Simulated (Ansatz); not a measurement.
Structures of equal composition on the (111)A surface of 3C silicon carbide (Si plane on top): (√3x√3)R30° Si adatom at H3; (√3x√3)R30° Si adatom at T4. The slabs share one bottom face, and each structure is named by its start. These are constructed structures in small cells; real faces may alloy, dewet or reconstruct in larger ones, and not all known structures of the face are among them. Slabs of about 10 Å, Fermi-Dirac smearing of 0.025 eV. Bottom of the slabs: H caps. Relaxed from the named starts with such symmetry as they have, on meshes of like density; energies extrapolated to zero smearing; spin only where a row says so; no spin-orbit coupling, no U. Brackets mark spin-polarised runs, whose order is one that fits the cell. Where a second, spin-polarised start was run, the lower counts.

Computed with r2SCAN, at the PBE geometry (plane waves to 500 eV, PAW; Ansatz, an electronic-structure program).

Rank these by energy per 1x1 cell (lowest first), as r2SCAN, at the PBE geometry gives it.

(√3x√3)R30° Si adatom at T4 (0.000 eV [spin, 1.0 μB a cell], gap 0.87 eV on the mesh), (√3x√3)R30° Si adatom at H3 (0.199 eV [spin, 1.0 μB a cell], gap 0.84 eV on the mesh)
